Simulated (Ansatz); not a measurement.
The reference is Au in the fcc (Cu type) structure (space group Fm-3m, No. 225; a = 4.0834 Å).

Structures relaxed with PBEsol in Ansatz (plane waves to 420 eV, PAW, scalar-relativistic without spin-orbit coupling).

Base:

Simulated powder pattern, Co Kα, λ = 1.79026 Å (kinematic, ideal powder, no thermal factors, no anomalous dispersion; the 10 strongest lines at most, above 2 %, up to 2θ = 90°):

| 2θ (°) | I/Imax (%) | hkl |
|---|---|---|
| 44.63 | 100 | (111) |
| 52.01 | 49 | (200) |
| 76.63 | 33 | (220) |

One thing is altered: I takes the place of Au on all its sites; the structure is relaxed again.

Where do the lines fall after the change?


Simulated powder pattern, Co Kα, λ = 1.79026 Å (kinematic, ideal powder, no thermal factors, no anomalous dispersion; the 10 strongest lines at most, above 2 %, up to 2θ = 90°):

```tsv
2θ (°)	I/Imax (%)	hkl
35.91	100	(111)
41.71	50	(200)
60.46	34	(220)
72.36	40	(311)
76.14	12	(222)
```

The indices refer to each structure's own conventional cell; one index is shown for lines that coincide.

Stability against distortions was not tested. As relaxed here, I is a hypothetical phase, not in the database extracts checked. The final runs are not spin-polarised.

Ansatz is a quantum-chemistry and plane-wave program.
